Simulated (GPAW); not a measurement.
GPAW run on MgSb2 (Cmcm, 6 atoms in the cell): relaxation of the atoms.

Method: PBEsol, GPAW PAW datasets PBEsol (made by gpaw-setup) (plane waves; GPAW).

```
MgSb2
1.0
    4.58112    -2.86813     0.00000
    4.58112     2.86813     0.00000
    0.00000     0.00000     5.46790
Mg Sb
2 4
Direct
  0.31588   0.68412   0.75000
  0.68412   0.31588   0.25000
  0.63456   0.03378   0.75000
  0.36544   0.96622   0.25000
  0.03378   0.63456   0.25000
  0.96622   0.36544   0.75000
```

Reference input (self-consistent single point, DFT PBEsol, plane waves, GPAW PAW datasets PBEsol (made by gpaw-setup)): mode = pw; ecut = 800 eV; xc = PBEsol; kpts = 5 5 4; mesh shift (steps) = 0 0 0; occupations.name = marzari-vanderbilt; occupations.width = 0.1 eV; nbands = -14; convergence.forces = 0.001 eV/Å; symmetry.symmorphic = false; symmetry.tolerance = 0.0005; maxiter = 100. This run's input differs from it in these lines:

```diff
@@ -1,2 +1,3 @@
 from ase import Atoms
+from ase.optimize import BFGS
 from ase.units import GPa
@@ -21,3 +22,3 @@
             nbands=-14,
-            convergence={'forces': 0.001},
+            convergence={'forces': 0.001, 'density': 1e-05},
             symmetry={'symmorphic': False, 'tolerance': 0.0005},
@@ -26,2 +27,8 @@
 atoms.calc = calc
+
+opt = BFGS(atoms, logfile='-')
+converged = opt.run(fmax=0.02, steps=40)
+print('Relaxation converged:', converged)
+print('Cell:', atoms.cell.cellpar().round(4))
+print(atoms.get_scaled_positions().round(5))
```

Log, with long lists cut:

```
     iter     time        total  log10-change:
                         energy   eigst   dens  force
iter:   1 --:--:--   -22.925804
iter:   2 --:--:--   -23.188174   -0.22  -1.76
iter:   3 --:--:--   -23.197977   -1.22  -1.76
iter:   4 --:--:--   -23.145390   -1.88  -1.81
iter:   5 --:--:--   -23.147600   -2.84  -2.29
iter:   6 --:--:--   -23.139912c  -3.30  -2.27
iter:   7 --:--:--   -23.138108c  -3.91  -2.59
iter:   8 --:--:--   -23.134972c  -4.52  -2.83
iter:   9 --:--:--   -23.134747c  -5.45  -3.10
iter:  10 --:--:--   -23.134681c  -5.87  -3.51
iter:  11 --:--:--   -23.134668c  -5.69  -3.70
iter:  12 --:--:--   -23.134666c  -6.34  -4.01
iter:  13 --:--:--   -23.134664c  -7.57c -4.03
iter:  14 --:--:--   -23.134669c  -6.91  -4.03
iter:  15 --:--:--   -23.134664c  -6.17  -3.97
iter:  16 --:--:--   -23.134666c  -7.16  -4.13
iter:  17 --:--:--   -23.134660c  -6.48  -4.17
iter:  18 --:--:--   -23.134660c  -7.57c -4.61
iter:  19 --:--:--   -23.134660c  -8.60c -4.86
iter:  20 --:--:--   -23.134660c  -8.53c -4.89
iter:  21 --:--:--   -23.134660c  -9.16c -5.12c
iter:  22 --:--:--   -23.134660c  -8.75c -5.19c -2.82
iter:  23 --:--:--   -23.134660c  -9.35c -5.55c -3.32c
Converged after 23 iterations.

Dipole moment: (0.000000, 0.000000, -0.000000) |e|*Ang

Energy contributions relative to reference atoms: (reference = -715694.504511)

Kinetic:         +1.747960
Potential:       +1.160419
External:        +0.000000
XC:             -26.623834
Entropy (-ST):   -0.002294
Local:           +0.583089
SIC:             +0.000000
--------------------------
Free energy:    -23.134660
Extrapolated:   -23.134660

Showing only first 2 kpts
 Kpt  Band  Eigenvalues  Occupancy
  0    38      6.01688    2.00000
  0    39      6.37313    2.00000
  0    40      7.86678    0.00000
  0    41      7.96097    0.00000

  1    38      5.01420    2.00000
  1    39      6.45173    2.00000
  1    40      6.50975    2.00000
  1    41      6.99027    2.00000

Fermi level: 7.47379

No gap
   [... lines left out ...]
Atomic positions and initial magnetic moments
Free energy:    -23.135452
Fermi level: 7.47486
No gap
Atomic positions and initial magnetic moments
Free energy:    -23.143810
Fermi level: 7.48050
No gap
Atomic positions and initial magnetic moments
Free energy:    -23.147606
   [... lines left out ...]
Cell: [ 5.4049  5.4049  5.4679 90.     90.     64.0994]
[[0.26273 0.73727 0.75   ]
 [0.73727 0.26273 0.25   ]
 [0.59916 0.0807  0.75   ]
 [0.40084 0.9193  0.25   ]
 [0.0807  0.59916 0.25   ]
 [0.9193  0.40084 0.75   ]]
Energy (eV): -23.184068
Stress tensor:
    -0.027482     0.000000     0.000000
     0.000000     0.003058     0.000000
     0.000000     0.000000    -0.011282
Stress (GPa, Voigt): [-4.4032  0.4899 -1.8075  0.      0.      0.    ]
```

The run converged. GPAW prints stress with tension positive. 

Summary of the result:
- Free energy E − TS (from the program's reference atoms): -23.1841 eV
- Fermi level (on the code's own zero): 7.42 eV
- Pressure: 1.91 GPa
- Largest force (vector length): 0.010 eV/Å
- Relaxation steps: 20

The starting cell comes from a database of computed structures (which also holds hypothetical and non-ambient phases and stackings), without a prior relaxation at this level. Its lattice was rescaled by a random factor within 2.5 % of one. The relaxation keeps the symmetry of its start, so its end need not be a minimum. The run gives no clean gap (levels at the Fermi energy touch, overlap or are partly filled at this smearing), which alone does not show that the compound is a metal.

Cost on one core of a shared machine: roughly 60 min.
